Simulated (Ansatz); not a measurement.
Output of an Ansatz run (abridged):

```
WARN ansatz: RAYON_NUM_THREADS=1 ignored (pool sized by the plan → 1); use --threads N
Pseudopotentials: kind: paw
Pseudopotential: Ca, paw, valence charge 10
Crystal: 1 atoms, lattice volume = 41.288 Å³
Basis set: ecut = 520 eV, 1139 PW (Γ), exchange–correlation on 60×60×60 points (8 copies of the dense FFT grid, shifted against one another)
Bands: 9, of which v1, the nominal top of the filled ones, is band 5 counted from 1 (4 counted from 0)
Symmetry: 48 space group operations
Space group: Fm-3m (ITA 225), of the structure as read, at distance tolerance 3.5e-5 Å
k-points: 29 of 512
PAW frozen core: Ca, regenerated for the run's functional, and the local potential with it
Initial density: superposition of atomic densities (chi_scale 0.1, normalization cell)
Initial wavefunctions: pseudopotential atomic-orbital guess
Eigensolver: davidson
Functional: x = revpbe(κ = 1.245, μ = 0.2195149727645171), c = pbe(β = 0.06672455060314922)
SCF iter   1: F=—  HF=-1819.965972 eV  |F-HF|=—  |Δ(HF+E_count)|=         —  Δρ=7.91e-3  dr2=2.48e-2  ethr=3.10e-3  ⟨swp⟩=5.5  Hψ=2006  notcnv=0
all-band conjugate gradients solve this SCF's bands
preconditioner: auto → none
SCF iter   2: F=—  HF=-1819.971764 eV  |F-HF|=—  |Δ(HF+E_count)|=   5.79e-3  Δρ=5.02e-3  dr2=1.09e-2  ethr=2.48e-4  ⟨swp⟩=1.0  Hψ=493  notcnv=0
SCF iter   3: F=—  HF=-1819.976046 eV  |F-HF|=—  |Δ(HF+E_count)|=   4.28e-3  Δρ=4.33e-4  dr2=1.18e-4  ethr=1.09e-4  ⟨swp⟩=2.1  Hψ=413  notcnv=0
SCF iter   4: F=—  HF=-1819.976133 eV  |F-HF|=—  |Δ(HF+E_count)|=   8.68e-5  Δρ=8.32e-5  dr2=1.60e-6  ethr=1.18e-6  ⟨swp⟩=2.3  Hψ=389  notcnv=0
SCF iter   5: F=—  HF=-1819.976132 eV  |F-HF|=—  |Δ(HF+E_count)|=   9.28e-7  Δρ=2.64e-5  dr2=1.27e-7  ethr=1.00e-9  ⟨swp⟩=5.1  Hψ=1482  notcnv=0
SCF iter   6: F=-1819.976132 eV  HF=-1819.976132 eV  |F-HF|=1.14e-12  |Δ(HF+E_count)|=   6.32e-8  Δρ=1.33e-6  dr2=3.25e-10  ethr=1.00e-9  ⟨swp⟩=4.0  Hψ=724  notcnv=0
SCF 1 converged in 6 iterations: F = -1819.976132 eV  dr2 = 3.25e-10
SCF converged after 6 iterations
Free energy (F): -1819.976132 eV
Harris-Foulkes:  -1819.976132 eV  (|F-HF|=1.14e-12)
Internal energy: -1819.968242 eV  (E = F + TS)
E sigma→0 (E₀):  -1819.972187 eV
Entropy (-TS):   -0.007890 eV (-7.890 meV/atom)
Fermi energy:    5.148527 eV
--- Per-component energies (eV) ---
  E_band       = -172.783242
  E_kinetic    = 325.919524
  E_local      = -1087.275814  (includes V_loc(G=0)·N_el)
  E_nonlocal   = 258.602881
  E_hartree    = 277.468663
  E_xc         = -154.292860
  E_vxc        = -183.243910  (∫ρ·V_xc dr)
  E_paw        = -838.688466  (= ΣΔE_a)
  E_vpaw       = -41.722774  (= ΣTr[D̂ρ^β])
  E_aug_tail   = 0.000005  (compensation charges beyond the density's cutoff)
  E_ewald      = -601.664788
  E_core_change = -0.037387  (= ΣΔE_core)
  E_smearing   = -0.007890  (= −TS)
  E_closure    = -0.000000  (closes the sum)
  Σ components = -1819.976132   (vs F -1819.976132, Δ=0.00e0)
--- Forces (eV/Å), atoms counted from 1 ---
  atom   1  Ca    -0.00000000    -0.00000000    -0.00000000
  max |Σ_I F_I| component: 1.40e-31 eV/Å
--- Stress (GPa, compression-positive) ---
        1.107076       0.000000      -0.000000
        0.000000       1.107076      -0.000000
        0.000000       0.000000       1.107076
  P = ⅓ Tr σ = 1.1071 GPa (11.071 kbar)
  The stress holds the Pulay correction. Without it, at fixed plane waves, as pw.x and ABINIT print it: P = 1.1031 GPa
--- Band table (eV; the first three rows and the last of 29) ---
  k-point 0: bands = ["-36.8713", "-17.7387", "-17.7387", "-17.7387", "1.1454", "7.6047", "7.6047", "7.6047", "8.6978"]
  k-point 1: bands = ["-36.8691", "-17.7606", "-17.7417", "-17.7417", "1.4144", "7.3187", "7.6968", "7.6968", "8.6226"]
  k-point 2: bands = ["-36.8639", "-17.8129", "-17.7489", "-17.7489", "2.1785", "6.6536", "7.7393", "7.7393", "8.7059"]
  k-point 28: bands = ["-36.8516", "-17.8349", "-17.8349", "-17.7937", "5.3876", "5.9147", "5.9147", "7.8536", "9.5861"]
```

The structure:

```xyz
1
Lattice="0.0000 2.7432 2.7432 2.7432 0.0000 2.7432 2.7432 2.7432 0.0000" Properties=species:S:1:pos:R:3 pbc="T T T"
Ca     0.0000     0.0000     0.0000
```

Q: Reconstruct the input of this run.

A: Other spellings and defaults could give the same log, and not every line can be read from it. The input that was run (DFT, revPBE, plane waves, harder PAW files (source: ansatz) made with PBE):

Ansatz 0.2 input:
```yaml
crystal:
  lattice:
    - [0.000000, 2.743238, 2.743238]
    - [2.743238, 0.000000, 2.743238]
    - [2.743238, 2.743238, 0.000000]
  atoms:
    - { symbol: Ca, position: [0.000000, 0.000000, 0.000000] }
basis:
  ecutwfc: 520.0 eV
kpoints:
  mp_grid: { grid: [8, 8, 8] }
hamiltonian:
  xc: revpbe
  pseudopotentials: { kind: paw, source: ansatz }
scf:
  occupations: { method: gaussian, width: 0.1 eV }
output:
  forces: true
  eigenvalues: true
  stress: true
```

The starting cell comes from a database of computed structures (which also holds hypothetical and non-ambient phases and stackings), without a prior relaxation at this level. Its lattice was rescaled by a random factor within 2.5 % of one. Ansatz's pressure includes its estimate of the finite-basis (Pulay) stress.

Ansatz is a quantum-chemistry and plane-wave program.
